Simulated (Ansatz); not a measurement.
A self-consistent single point of TaN (P3m1, 2 atoms in the cell) with Ansatz (a first-principles code).

Method of the run: PBEsol, default PAW files made with PBE (plane waves; Ansatz).

The change in words: lattice scaled by 0.98; basis.ecutrho_ratio: default → 8. Reference geometry:
```yaml
crystal:
  lattice:
    - [2.94876, 0.00000, 0.00000]
    - [-1.47438, 2.55370, 0.00000]
    - [0.00000, 0.00000, 2.89885]
  atoms:
    - { symbol: Ta, position: [0.00000, 0.00000, 0.51725] }
    - { symbol: N, position: [0.66667, 0.33333, 0.00000] }
```

Reference input (self-consistent single point, DFT, PBEsol, plane waves, default PAW files made with PBE): basis.ecutwfc = 30.9 Ry; kpoints.mp_grid.grid = 13 13 11; hamiltonian.xc = pbesol; hamiltonian.pseudopotentials = {kind: paw} (the program's default PAW files); scf.occupations.method = fermi_dirac; scf.occupations.width = 0.0073 Ry. This run's input differs from it in these lines:

Ansatz 0.2 input:
```diff
@@ -2,10 +2,11 @@
   lattice:
-    - [2.94876000, 0.00000000, 0.00000000]
-    - [-1.47438000, 2.55370100, 0.00000000]
-    - [0.00000000, 0.00000000, 2.89885100]
+    - [2.88978500, 0.00000000, 0.00000000]
+    - [-1.44489200, 2.50262700, 0.00000000]
+    - [0.00000000, 0.00000000, 2.84087400]
   atoms:
-    - { symbol: Ta, position_ang: [0.00000000, 0.00000000, 1.49942488] }
-    - { symbol: N, position_ang: [1.47438147, 0.85123282, 0.00000000] }
+    - { symbol: Ta, position_ang: [0.00000000, 0.00000000, 1.46943639] }
+    - { symbol: N, position_ang: [1.44489411, 0.83420817, 0.00000000] }
 basis:
   ecutwfc: 30.9 Ry
+  ecutrho_ratio: 8
 kpoints:
```

The program printed (abridged):

```
SCF iter   1: F=—  HF=-10187.611007 eV  |F-HF|=—  |Δ(HF+E_count)|=         —  Δρ=1.87e-2  dr2=6.93e-2  ethr=1.77e-3  ⟨swp⟩=5.7  Hψ=12786  notcnv=0
all-band conjugate gradients solve this SCF's bands
preconditioner: auto → none
SCF iter   2: F=—  HF=-10187.603011 eV  |F-HF|=—  |Δ(HF+E_count)|=   8.00e-3  Δρ=1.14e-2  dr2=2.99e-2  ethr=3.85e-4  ⟨swp⟩=1.0  Hψ=4116  notcnv=0
SCF iter   3: F=—  HF=-10187.596150 eV  |F-HF|=—  |Δ(HF+E_count)|=   6.86e-3  Δρ=1.20e-3  dr2=1.63e-4  ethr=1.66e-4  ⟨swp⟩=2.0  Hψ=3898  notcnv=0
SCF iter   4: F=—  HF=-10187.596066 eV  |F-HF|=—  |Δ(HF+E_count)|=   8.34e-5  Δρ=2.29e-4  dr2=7.72e-6  ethr=9.08e-7  ⟨swp⟩=2.1  Hψ=4152  notcnv=0
SCF iter   5: F=—  HF=-10187.596066 eV  |F-HF|=—  |Δ(HF+E_count)|=   2.24e-7  Δρ=2.29e-5  dr2=6.92e-8  ethr=4.29e-8  ⟨swp⟩=2.5  Hψ=3796  notcnv=0
SCF iter   6: F=-10187.596066 eV  HF=-10187.596066 eV  |F-HF|=6.16e-9  |Δ(HF+E_count)|=   1.05e-8  Δρ=6.37e-6  dr2=8.17e-9  ethr=3.85e-10  ⟨swp⟩=3.2  Hψ=10381  notcnv=0
SCF 1 converged in 6 iterations: F = -10187.596066 eV  dr2 = 8.17e-9
Free energy (F): -10187.596066 eV
Internal energy: -10187.592970 eV  (E = F + TS)
E sigma→0 (E₀):  -10187.594518 eV
Entropy (-TS):   -0.003096 eV (-1.548 meV/atom)
Fermi energy:    21.167911 eV
--- Forces (eV/Å), atoms counted from 1 ---
  atom   1  Ta     0.00000000    -0.00000000    -0.84164398
  atom   2  N      0.00000000    -0.00000000     0.84172535
--- Stress (GPa, compression-positive) ---
       13.589188      -0.000000       0.000000
       -0.000000      13.589188      -0.000000
        0.000000      -0.000000      14.363280
  P = ⅓ Tr σ = 13.8472 GPa (138.472 kbar)
  The stress holds the Pulay correction. Without it, at fixed plane waves, as pw.x and ABINIT print it: P = 13.3542 GPa
```

The run converged in 6 iterations. Against the reference run the free energy goes up by 8.0 meV/atom, the pressure goes from -8.66 to 13.85 GPa and the largest force goes from 0.651 to 0.842 eV/Å.

The starting cell comes from a database of computed structures (which also holds hypothetical and non-ambient phases and stackings), without a prior relaxation at this level. Its lattice was rescaled by up to half a per cent. One atom was moved a little off its site on purpose. For this run, on top of that: lattice scaled by 0.98. Spin polarisation is off. Ansatz's pressure includes its estimate of the finite-basis (Pulay) stress.
